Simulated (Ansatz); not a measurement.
# K (Im-3m): resistivity and electron-phonon coupling

Here is the system:

```
K
1.0
   -2.60723     2.60723     2.60723
    2.60723    -2.60723     2.60723
    2.60723     2.60723    -2.60723
K
1
Direct
  0.00000   0.00000   0.00000
```

Calculation: PBEsol, DFPT electron-phonon coupling, linearised Boltzmann equation (plane waves, PAW, scalar-relativistic; Ansatz, a first-principles code). How the cell was made: relaxed with this functional, without spin-orbit coupling.

resistivity at 250 K: 4.9 μΩ·cm
resistivity at 77 K: 1.40 μΩ·cm
electron mean free path at 250 K (weighted by the current that each state carries): 45 nm
resistivity times mean free path for one path shared by all states (from the Fermi surface's area): 22 ×10⁻¹⁶ Ω·m²
electron-phonon coupling λ: 0.128
transport coupling λ_tr: 0.090
logarithmic mean phonon energy: 6.2 meV
density of states at the Fermi level: 0.38 states/(eV·spin·cell)
Drude plasma energy: 4.2 eV
Hall coefficient at 250 K: -44 ×10⁻¹¹ m³/C
Tc for μ* = 0.10 (anisotropic Eliashberg): below 1 K
Tc for μ* = 0.13 (anisotropic Eliashberg): below 1 K

A metal at this level (no band gap). Only scattering by harmonic phonons is included (no impurities, grain boundaries, electron-electron scattering or thermal expansion). Spin-orbit coupling is left out. Halving the electron mesh (24x24x24) moves the resistivity by up to 4 % at 250 K, the mean free path by up to 3 %, the coupling by up to 5 %. Smearing 0.20 eV; phonons on a 4x4x4 q mesh, which this run doesn't test and which matters most at low temperature. Tc comes from the anisotropic Migdal-Eliashberg equations with μ*, a chosen number, referred to 7.2 meV.
